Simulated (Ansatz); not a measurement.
CH3 on the 1x1 (110) surface of bcc Ta, one in a 2x2 cell, energies for each (31.2 Å²). Energies are against CH4(g) − ½ H2(g), without zero-point or thermal terms; each row is named by its start.

These are PBE (plane waves to 420 eV, PAW; Ansatz, a first-principles code) values and carry that method's errors.

Model: 20-atom slab, 6.8 Å thick at the start under the adsorbate (thin: gaps and levels are the slab's own), 5x5x1 mesh, Fermi-Dirac 0.1 eV, dipole correction, 8 atoms held, the rest relaxed; each run with such symmetry as its start has; spin where the adsorbate may keep a moment, no spin-orbit, no U, no dispersion correction.

A negative adsorption energy means that the adsorbate is more stable on the surface than in its reference. Starts that drift may end in the same place. Heights count from the host atoms within 0.3 Å of the top one.

| starting site | E_ads (eV) | height (Å) | nearest host atom (Å) | bonded to | Δ work function (eV) | lateral drift (Å) | moment (μB) |
|---|---|---|---|---|---|---|---|
| top Ta | -0.07 | 1.73 | Ta 2.43 | 3 Ta | -1.01 | 1.8 | 0.0 |
| hollow Ta-Ta-Ta | -0.07 | 1.73 | Ta 2.43 | 3 Ta | -1.01 | 0.1 | – |
| bridge Ta-Ta (span 2.9 Å) | -0.07 | 1.73 | Ta 2.43 | 3 Ta | -1.01 | 1.0 | – |
| bridge Ta-Ta (span 3.3 Å) | -0.07 | 1.73 | Ta 2.43 | 3 Ta | -1.01 | 0.7 | – |
